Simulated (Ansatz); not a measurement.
System: rock-salt LaS. Method: r²SCAN+SOC (plane waves, PAW; Ansatz, a quantum-chemistry and plane-wave program).

Numerical settings: plane-wave cutoff 560 eV, 16×16×16 k mesh, Fermi–Dirac smearing 0.05 eV, PAW data made under PBE.

Computed at the level's own relaxed cell.

Problem. Estimate the equilibrium volume per atom, bulk modulus, lattice constant a and pressure derivative B′ of the bulk modulus that the calculation returns.

Solution. 
equilibrium volume per atom: 25.52 Å³/atom
bulk modulus: 84.0 GPa
lattice constant a: 5.888 Å
pressure derivative B′ of the bulk modulus: 4.5

The run finds no gap.

Note: the relaxation could not lower the start's symmetry, so the cell can be a saddle point above a distorted one.

Computed values are for the static lattice.

It cost about 21 core-minutes (a rough figure) of CPU time.
